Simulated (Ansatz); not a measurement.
# A computed series for MgO: response to strain

Start from MgO in the rock salt structure (space group Fm-3m, No. 225; a = 4.2141 Å). Axes: x, y, z lie along the cube axes.

Strains are applied to the cell and any free atomic positions relax.

All numbers come from plane-wave PAW DFT at the PBEsol level (Ansatz, a program for electronic structure, 420 eV), spin-orbit coupling left out.

```tsv
uniaxial strain ε_zz (%)	band gap (eV)
0	4.62
0.5	4.56
1	4.51
2	?
2.5	4.35
```

**Question.** Fit E_g = E₀ + Dε (ε in %) to the rows shown and predict the withheld row.

**Answer.** Least squares on the printed values gives E₀ = 4.62 eV, D = -107 meV per % of strain (largest residual 0.00 eV); this predicts 4.40 eV, and the run gives 4.40 eV, in agreement.

Stability against distortions was not tested.
